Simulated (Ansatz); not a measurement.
Consider AlHO2 (space group Pnnm, No. 58; a = 4.160 Å, b = 4.694 Å, c = 2.840 Å; a cell from a computed database, its experimental status unchecked).

The change: a hydrostatic pressure of 7.5 GPa.

Levels (all Ansatz, a first-principles code, PAW): PBEsol (420 eV, without spin-orbit coupling); HSE06 (420 eV, no spin-orbit coupling).

The geometry is relaxed with PBEsol.

PBEsol band gap: 6.48 eV

Q: How does going to HSE06 change the band gap?

A: The band gap grows by 1.947 eV (6.48 eV → 8.42 eV).

Single points use the geometry relaxed with PBEsol. Load acts through the strain it causes; cell and atoms are relaxed under it. Whether these cells are dynamically stable was not tested. Competing high-pressure phases were not computed.
